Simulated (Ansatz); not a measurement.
```
CELL_PARAMETERS angstrom
      3.68979     0.00000     0.00000
      1.84489     3.19545     0.00000
      1.84489    -1.06515     3.11054
ATOMIC_POSITIONS crystal
  K  0.00000 0.00000 0.00000
  F  0.00000 0.50000 0.50000
```

No spin polarisation.

Calculations: PBEsol (Ansatz, a first-principles code; PAW; 420 eV plane waves; no spin-orbit coupling). Settings: 11×11×11 k-points, 0.05 eV Fermi–Dirac smearing.

Question: Predict the band gap and pressure.

Answer: The band gap comes out as 6.23 eV and the pressure (mean of the normal stresses, compression positive) is 6.2 kbar.

The cells carry an imposed strain or load. Stability against distortions was not tested. The cell was made from KF in the rock salt structure (space group Fm-3m, No. 225) by this change: biaxial strain −1.67 %, plane normal [111], relaxed out of plane.
